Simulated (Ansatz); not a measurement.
BeS: pressure series

Take BeS in the zinc blende structure (space group F-43m, No. 216; a = 4.8760 Å) as the base.

Cell and atoms are relaxed at each pressure.

Calculations: plane-wave PAW DFT at the PBE level (Ansatz, a first-principles code, 420 eV), scalar-relativistic without spin-orbit coupling.

Candidates:
(a) pressure 10 GPa
(b) pressure −2 GPa
(c) pressure 3 GPa
(d) pressure 5 GPa

For the base:

- Band gap: 3.15 eV

Problem. Order them by band gap, highest first.

Solution. (b) pressure −2 GPa (3.19 eV), (c) pressure 3 GPa (3.08 eV), (d) pressure 5 GPa (3.03 eV), (a) pressure 10 GPa (2.93 eV)

Load acts through the strain it causes; cell and atoms are relaxed under it. Stability against distortions was not tested. Competing high-pressure phases were not computed.
